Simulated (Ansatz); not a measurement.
Take BN in the zinc blende structure (space group F-43m, No. 216; a = 3.624 Å) as the base.

One thing is altered: the cell is scaled by 0.9469 in all directions, atoms relaxed at fixed cell.

Level of theory: Kohn–Sham DFT with the PBE functional, run in Ansatz (a quantum-chemistry and plane-wave program) with PAW and 420 eV plane waves, no SOC, earlier PAW set.

Base, band edges from the VBM (valence, conduction): X -4.87, 4.46; W -6.45, 9.57; L -1.93, 10.03; Γ 0.00, 8.79; K -4.05, 6.89; U -4.05, 6.89 eV.

**Question.** Give the band edges at the high-symmetry points of the new zone, measured from its valence-band maximum.

**Answer.** 
```csv
point,valence edge (eV),conduction edge (eV)
Γ,0.00,9.58
X,-5.73,4.62
U,-4.77,7.38
K,-4.77,7.38
L,-2.26,11.58
W,-7.68,10.29
```

The gap is 4.62 eV, indirect, Γ → X.

The cells carry an imposed strain or load. No phonon test of stability was made.
